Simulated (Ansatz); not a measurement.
Band structure of Co3Mo (Amm2, 4 atoms in the cell).

```xyz
4
Lattice="8.2393 0.0000 0.0000 0.0000 1.3165 2.2735 0.0000 -1.3165 2.2735" Properties=species:S:1:pos:R:3 pbc="T T T"
Co     0.0000     0.0000     3.0330
Co     6.2950     0.0000     1.5141
Co     1.9443     0.0000     1.5141
Mo     4.1196     0.0000     3.0328
```

Level of theory: LDA (PW92), PAW files made with PBE (plane waves; Ansatz, a program for electronic structure).

Settings: basis.ecutwfc = 420 eV; kpoints.mp_grid.grid = 4 12 12; hamiltonian.xc = lda; hamiltonian.pseudopotentials = {kind: paw} (the program's default PAW files); scf.occupations.method = gaussian; scf.occupations.width = 0.136 eV; kpoints.band_path.npoints = 8.

The starting cell comes from a database of computed structures (which also holds hypothetical and non-ambient phases and stackings), without a prior relaxation at this level. Spin polarisation is off.

Levels in eV from the Fermi level, bands 28 to 35:
```json
[
 {"point": "Γ", "28": "-1.45", "29": "-1.38", "30": "-0.98", "31": "-0.96", "32": "-0.91", "33": "-0.87", "34": "0.02", "35": "0.02"},
 {"point": "X", "28": "-1.68", "29": "-0.76", "30": "-0.69", "31": "-0.30", "32": "0.07", "33": "0.38", "34": "0.41", "35": "0.82"},
 {"point": "S", "28": "-0.95", "29": "-0.35", "30": "-0.28", "31": "0.10", "32": "0.21", "33": "0.26", "34": "0.41", "35": "1.91"},
 {"point": "R", "28": "-0.93", "29": "-0.01", "30": "0.01", "31": "0.08", "32": "0.22", "33": "0.26", "34": "0.40", "35": "1.16"},
 {"point": "A", "28": "-1.66", "29": "-0.79", "30": "-0.50", "31": "0.03", "32": "0.08", "33": "0.26", "34": "0.40", "35": "0.42"},
 {"point": "Z", "28": "-1.38", "29": "-1.13", "30": "-1.10", "31": "-0.93", "32": "-0.61", "33": "-0.55", "34": "-0.52", "35": "-0.40"},
 {"point": "Y", "28": "-0.96", "29": "-0.36", "30": "-0.28", "31": "0.10", "32": "0.21", "33": "0.26", "34": "0.41", "35": "1.95"},
 {"point": "X1", "28": "-1.68", "29": "-0.76", "30": "-0.69", "31": "-0.30", "32": "0.07", "33": "0.38", "34": "0.41", "35": "0.82"},
 {"point": "A1", "28": "-1.66", "29": "-0.79", "30": "-0.50", "31": "0.03", "32": "0.08", "33": "0.26", "34": "0.40", "35": "0.42"},
 {"point": "T", "28": "-0.92", "29": "-0.02", "30": "0.04", "31": "0.09", "32": "0.22", "33": "0.26", "34": "0.43", "35": "1.17"}
]
```

Bands cross the Fermi level along this path, so the cell is metallic at this level.

Keys are those of Ansatz 0.2.
